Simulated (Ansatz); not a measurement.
Start from Ir in the fcc (Cu type) structure (space group Fm-3m, No. 225; a = 3.846 Å; relaxed with 0.1 eV smearing). Axes: x, y, z lie along the cube axes.

The values are results of Ansatz (a program for electronic structure) r2SCAN, no spin-orbit coupling, earlier PAW set, not measurements.

For the base:

* **Volume per atom**: 14.22 Å³

Perturbation: uniaxial stress, 8 GPa tension along x; all other stress components relax to zero.

Predict the new secant Young's modulus along x.

The secant Young's modulus along x amounts to 480 GPa.

What happens to the volume per atom?

The volume per atom grows by 0.107 Å³, from 14.22 Å³ to 14.32 Å³.

Predict the new mean lateral Poisson ratio.

The mean lateral Poisson ratio is 0.27.

How does this affect the energy relative to the base?

The energy goes up by 5.9 meV/atom.

Load acts through the strain it causes; cell and atoms are relaxed under it. Stability under load was not tested beyond the relaxation. The final runs are not spin-polarised.
